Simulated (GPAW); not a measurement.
Band structure of NiAl (Pm-3m, 2 atoms in the cell).

```
CELL_PARAMETERS angstrom
      2.90994     0.00000     0.00000
      0.00000     2.90994     0.00000
      0.00000     0.00000     2.90994
ATOMIC_POSITIONS crystal
  Al 0.50000 0.50000 0.50000
  Ni 0.00000 0.00000 0.00000
```

Method: PBE, GPAW PAW datasets PBE (gpaw-data 1.0.1) (plane waves; GPAW).

Settings: mode = pw; ecut = 800 eV; xc = PBE; kpts = 8 8 8; mesh shift (steps) = 0 0 0; occupations.name = methfessel-paxton; occupations.width = 0.1 eV; occupations.order = 0; nbands = -10; symmetry.symmorphic = false; symmetry.tolerance = 0.0005; maxiter = 150; bandpath_npoints = 40.

The starting cell has typed, rounded lattice constants, without a prior relaxation at this level. Its lattice was rescaled by a random factor within 2.5 % of one. Spin polarisation is off.

Levels in eV from the Fermi level, bands 6 to 13:
| point | 6 | 7 | 8 | 9 | 10 | 11 | 12 | 13 |
|---|---|---|---|---|---|---|---|---|
| Γ | -3.06 | -1.40 | -1.40 | -1.40 | 5.39 | 5.39 | 5.39 | 8.15 |
| X | -2.60 | -2.09 | -2.09 | -1.31 | -0.55 | 8.26 | 9.87 | 9.87 |
| M | -2.81 | -2.81 | -1.92 | -1.92 | -0.90 | 1.49 | 2.50 | 11.98 |
| R | -3.91 | -0.87 | -0.87 | 2.01 | 2.01 | 2.01 | 3.47 | 4.49 |

Bands cross the Fermi level along this path, so the cell is metallic at this level.
